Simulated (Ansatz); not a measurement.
The starting structures come from a database of crystals and need not be the phases stable at ambient conditions.

# Evanescent states of Ca₂FeH₆ (Fm-3m, not sure to be the ambient phase, 9 atoms a cell, 9.5 Å³ an atom) along the normal of (001)

All values below come from r2SCAN (plane waves, PAW; Ansatz, a program for electronic structure).

The gap is the functional's own, uncorrected, and κ follows it; spin-orbit coupling is left out. Mid-gap values are interpolated between the computed energies.

Energies count from the valence-band top; κ is the least over a 6×6 mesh across the current.

```csv
E (eV),κ (1/Å),where
0.06,0.332,off Γ
0.17,0.497,Γ
0.28,0.537,Γ
0.39,0.535,Γ
0.49,(withheld),Γ
0.60,(withheld),Γ
0.71,(withheld),Γ
0.82,(withheld),Γ
0.94,(withheld),Γ
1.04,(withheld),off Γ
1.16,(withheld),off Γ
1.26,(withheld),off Γ
1.38,(withheld),Γ
1.49,(withheld),Γ
1.59,(withheld),Γ
1.71,0.285,Γ
1.81,0.232,Γ
1.93,0.166,Γ
2.04,0.039,Γ
```

Problem. What belongs in the gaps?

Solution. 
- 0.49, κ (1/Å): 0.532
- 0.60, κ (1/Å): 0.530
- 0.71, κ (1/Å): 0.527
- 0.82, κ (1/Å): 0.523
- 0.94, κ (1/Å): 0.520
- 1.04, κ (1/Å): 0.499
- 1.16, κ (1/Å): 0.474
- 1.26, κ (1/Å): 0.447
- 1.38, κ (1/Å): 0.414
- 1.49, κ (1/Å): 0.373
- 1.59, κ (1/Å): 0.331
